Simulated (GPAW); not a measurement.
A working GPAW input for Mg6AlCd (Amm2, 8 atoms in the cell) (DFT LDA (Perdew-Wang 92), plane waves, GPAW PAW datasets LDA (gpaw-data 1.0.1)):

```python
from ase import Atoms
from ase.units import GPa
from gpaw import GPAW

atoms = Atoms(['Mg', 'Mg', 'Mg', 'Mg', 'Mg', 'Mg', 'Al', 'Cd'],
              cell=[[5.024350, 0.000000, 0.000000],
                    [0.000000, 3.182690, 5.413385],
                    [0.000000, -3.182690, 5.413385]],
              positions=[[2.512175, 1.589372, 6.320019],
                         [2.512175, -1.589372, 6.320019],
                         [0.000000, 1.613560, 4.495491],
                         [0.000000, -1.613560, 4.495491],
                         [0.000000, 0.000000, 7.244950],
                         [0.000000, -0.000000, 1.807096],
                         [2.512175, 0.000000, 9.015993],
                         [2.512175, -0.000000, 3.607913]],
              pbc=True)

calc = GPAW(mode={'name': 'pw', 'ecut': 800},
            xc='LDA',
            kpts={'size': (5, 4, 4), 'gamma': True},
            occupations={'name': 'methfessel-paxton', 'width': 0.2, 'order': 1},
            nbands=-14,
            convergence={'density': 1e-05, 'energy': 1e-05},
            symmetry={'symmorphic': False, 'tolerance': 0.0005},
            maxiter=150)

atoms.calc = calc

energy = atoms.get_potential_energy()
print('Energy (eV):', round(energy, 6))
forces = atoms.get_forces()
print('Forces (eV/Ang):')
print(forces.round(5))
stress = atoms.get_stress()
print('Stress (GPa, Voigt):', (stress / GPa).round(4))
```

The run converged in 20 iterations: free energy E − TS (from the program's reference atoms) -17.4655 eV; Fermi level (on the code's own zero) 4.34 eV; pressure -2.79 GPa; largest force (vector length) 0.096 eV/Å. Each of these slips is then made, one at a time:

(1)
```diff
-            nbands=-14,
+            nbands=36,
```

(2)
```diff
+            charge=2,
```

Q: How does each altered input end?

A: 
(1) Too few bands. The program stopped before any SCF iteration, with the message: ValueError: Too few bands! Electrons: 75.000000, bands: 36.

(2) An unintended net charge. The run converged in 19 iterations without an error; against the sound input the pressure goes from -2.79 to -15.87 GPa and the largest force goes from 0.096 to 0.105 eV/Å.

The starting cell comes from a database of computed structures (which also holds hypothetical and non-ambient phases and stackings), without a prior relaxation at this level.

Left out of this page: 5 runs of the series outside the window shown, repeating another row's setting, or not comparable.
